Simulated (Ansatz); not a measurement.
Take WC (space group P-6m2, No. 187; a = 2.9127 Å, c = 2.8354 Å; relaxed with 0.1 eV smearing) as the base. Axes: x lies along a and z along c of the hexagonal cell.

Computed with Kohn–Sham DFT with the r2SCAN functional, run in Ansatz (a quantum-chemistry and plane-wave program) with PAW and 500 eV plane waves, without spin-orbit coupling.

Strains are applied to the cell and any free atomic positions relax.

One change was made to it. Results:

```tsv
quantity	base	after
energy relative to the base (free energy F)	0 meV/atom	+16 meV/atom
pressure (mean of the normal stresses, compression positive)	0.0 GPa	0.7 GPa
shortest interatomic distance	4.156 bohr	4.088 bohr
```

Problem. Which of these changes matches the shifts?
A) tensor shear ε_xz = +1.43 %
B) tensor shear ε_xz = +1.71 %
C) tensor shear ε_xz = +2.00 %

Solution. C, tensor shear ε_xz = +2.00 %. For comparison, the energy relative to the base in the other runs: tensor shear ε_xz = +1.71 % gives +12 meV/atom; tensor shear ε_xz = +1.43 % gives +8.4 meV/atom.

No phonon test of stability was made. The final runs are not spin-polarised.
